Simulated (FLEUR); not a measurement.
A self-consistent single point of CdS (F-43m, 2 atoms in the cell) with FLEUR.

Level of theory: LDA (Perdew-Zunger), all-electron FLAPW (FLEUR), scalar-relativistic valence.

```
CELL_PARAMETERS angstrom
      0.00000     2.94295     2.94295
      2.94295     0.00000     2.94295
      2.94295     2.94295     0.00000
ATOMIC_POSITIONS crystal
  Cd 0.00000 0.00000 0.00000
  S  0.25000 0.25000 0.25000
```

Reference input (self-consistent single point, DFT, PBE, all-electron FLAPW (FLEUR), scalar-relativistic valence): Kmax = 4.5 1/bohr; GmaxXC = 18 1/bohr; xcFunctional = pbe; jspins = 1; l_soc = F; mode = hist; fermiSmearingEnergy = 0.0001 Htr; mesh (inpgen div1-3) = 5 5 5; inpgen gamma flag = false; Gmax = 18 1/bohr; numbands = 0; maxIterBroyd = 99. This run's input differs from it in these lines:

```diff
@@ -14,2 +14,3 @@
 &comp jspins=1 /
+&exco xctyp='pz' /
 &kpt div1=5 div2=5 div3=5 /
@@ -26,3 +27,3 @@
       <coreElectrons ctail="T" frcor="F" kcrel="0" coretail_lmax="0"/>
-      <xcFunctional name="pbe" relativisticCorrections="F"/>
+      <xcFunctional name="pz" relativisticCorrections="F"/>
       <magnetism jspins="1"/>
```

The program printed (abridged):

```
 Iteration:     1   Distance:       8.28393551 me/bohr^3
 Iteration:     2   Distance:       7.36866437 me/bohr^3
 Iteration:     3   Distance:       3.83956474 me/bohr^3
 Iteration:     4   Distance:       1.54413576 me/bohr^3
 Iteration:     5   Distance:       0.98806696 me/bohr^3
   [... 6 lines left out ...]
 Iteration:    12   Distance:       0.00027727 me/bohr^3
 Iteration:    13   Distance:       0.00001645 me/bohr^3
 Iteration:    14   Distance:       0.00002507 me/bohr^3
 Iteration:    15   Distance:       0.00000180 me/bohr^3
 Run finished successfully
 Stop message:
   Structural relaxation: Done

[file out, last iteration]
             iter=     16
[...]
          total density-effective poten   -9.8407579032E+03
          total charge density-energy d   -1.7406150773E+02
 Updated energy parameters for spin:           1
[...]
 fermi energy and band-weighting factors:
    0.513616    0.551882    0.551882

[...]
FERMIE:
          first approx. to ef    (T=0)  :   0.125193 htr   (energy of the highest occ. eigenvalue)
          number of occ. states  (T=0)  :        168
          first approx. to seigv (T=0)  : -14.756443 htr
          sum of weights of occ. states :  12.000000
          sum of semicore charge        :   0.000000 e
FERHIS:  Fermi-Energy by histogram:
          bandgap                     :   0.028969 htr
   [... lines left out ...]
          charge neutrality (T=0)     :   0.000000    (zero if the highest occ. eigenvalue is "entirely" occupied)
 Direct bandgap for spin            1 :    2.8968523584545908E-002  Htr
 ---->    free energy=                     -5989.0502112497 htr
   [... lines left out ...]
      extrapolation for T->0
 ---->    total electron energy=           -5989.0502112497 htr
 ***** TOTAL FORCES ON ATOMS *****
 TOTAL FORCE FOR ATOM TYPE=  1  X=  0.000   Y=  0.000   Z=  0.000
                       FX_TOT= 0.000000 FY_TOT= 0.000000 FZ_TOT= 0.000000
 TOTAL FORCE FOR ATOM TYPE=  2  X=  2.781   Y=  2.781   Z=  2.781
                       FX_TOT= 0.000000 FY_TOT= 0.000000 FZ_TOT= 0.000000
 Structural relaxation: Done
```

The run converged in 15 iterations. FLEUR gives forces in its relaxation mode, with a further iteration, so its stop message speaks of a relaxation. 

The starting cell comes from a database of computed structures (which also holds hypothetical and non-ambient phases and stackings), without a prior relaxation at this level. Values depend on the basis (sphere radii, cutoffs, local orbitals), which need not be converged.

These are the values that this program gave, and no reference: the default basis lacks the next d shell.

Cost on one core of a shared machine: roughly 80 s.
